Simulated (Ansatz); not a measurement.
Base system: BN in the zinc blende structure (space group F-43m, No. 216; a = 3.5805 Å). Axes: x, y, z lie along the cube axes.

Calculations: DFT with LDA, PAW potentials and a 420 eV plane-wave cutoff in Ansatz (a first-principles code), no spin-orbit coupling.

The change: the cell is stretched by 2.00 % along z with no lateral relaxation; the atoms relax in the strained cell.

Problem. Predict the stress tensor and what it implies for the stiffness.

Solution. Stress of the strained cell less that of the base (GPa, compression positive):
```
  -3.47    0.00    0.00
   0.00   -3.47    0.00
   0.00    0.00  -16.11
```

Then −Δσ_ii/ε with ε = 0.0200 gives secant stiffness values (nonlinear terms included at this strain): C33 ≈ 805 GPa, C13 ≈ 174 GPa and C23 ≈ 174 GPa.

As a check, the harmonic strain energy −½ V₀ Δσ:ε is 5.8 meV/atom; the computed energy rise is 5.8 meV/atom.

Whether these cells are dynamically stable was not tested.
